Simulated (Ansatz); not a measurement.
# GaP in the zinc blende structure (space group F-43m, No. 216)

```
CELL_PARAMETERS angstrom
      0.00000     2.71949     2.71949
      2.71949     0.00000     2.71949
      2.71949     2.71949     0.00000
ATOMIC_POSITIONS crystal
  P  0.75000 0.75000 0.75000
  Ga 0.00000 0.00000 0.00000
```

Method: PBEsol (Ansatz, an electronic-structure program, PAW, without spin-orbit coupling), earlier PAW set. Settings: 11×11×11 k-points, 0.05 eV Fermi–Dirac smearing.

| Quantity | Value |
|---|---|
| Volume per atom | 20.11 Å³ |
| Density | 4.16 g/cm³ |
| Band gap | 1.45 eV, indirect, Γ → Γ–X (87 % along) |
| Electron mass | 1.1 mₑ along k, 0.23 mₑ across |
| Hole mass (degenerate bands, along [100]) | 0.11, 0.37, 0.37 mₑ |
| Lowest conduction-band minima above the VBM | a point along ⟨100⟩, about 1.0 Å⁻¹ from Γ 1.45 eV; L along ⟨111⟩ 1.60 eV; Γ 1.80 eV |
| Total energy | -2242.031 eV/atom (σ→0; compares only within this code and set-up) |

Masses are band curvatures over ±0.01 Å⁻¹ around the edge. Along k means along the line from Γ to the band edge. Stability against distortions was not tested.
